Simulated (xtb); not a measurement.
xtb 6.7.1, GFN1-xTB: Fc1ccc(C#Cc2ccccc2)[se]1, 21 atoms. The geometry is a generated start, not checked to be a minimum at this level.

```
Property                  Result
-----------------  -------------
run flags                 --grad
method                  GFN1-xTB
--acc                1 (default)
--etemp (K)        300 (default)
basis functions               76
valence electrons             68
```

```xyz
21

F      6.3749     1.4767    -1.1407
C      5.1125     1.0855    -0.8439
C      4.7195     0.0253    -0.0918
C      3.4372    -0.2514     0.1249
C      2.4416     0.5120    -0.3946
C      1.0057     0.3053    -0.2244
C     -0.2047     0.1525    -0.0842
C     -1.6158    -0.0407     0.0998
C     -2.1840    -1.1818    -0.4688
C     -3.5426    -1.4258    -0.3268
C     -4.2937    -0.4978     0.3942
C     -3.7375     0.6274     0.9557
C     -2.3817     0.8661     0.8110
Se     3.3309     1.9137    -1.3954
H      5.5340    -0.6306     0.3553
H      3.1412    -1.1466     0.7594
H     -1.5460    -1.8621    -1.0159
H     -3.9947    -2.3089    -0.7642
H     -5.3684    -0.7088     0.4956
H     -4.3092     1.3427     1.5098
H     -1.9191     1.7473     1.2450
```

One run each on 1 thread. Values of broydamp tried: 0.02, 0.05, 0.1, 0.2, 0.4 (default), 0.6, 0.8, 1.

Q: How does the count of SCC iterations change with broydamp, and where is it least?

A: Fewest SCC iterations, within one of each other: 0.2 with 13, 0.4 (default) with 12, 0.6 with 13. The count rises to 22 at 0.02. All converge to one solution.

```csv
broydamp,SCC iterations,end
0.02,22,same solution
0.05,18,same solution
0.1,15,same solution
0.2,13,same solution
0.4 (default),12,same solution
0.6,13,same solution
0.8,16,same solution
1,19,same solution
```
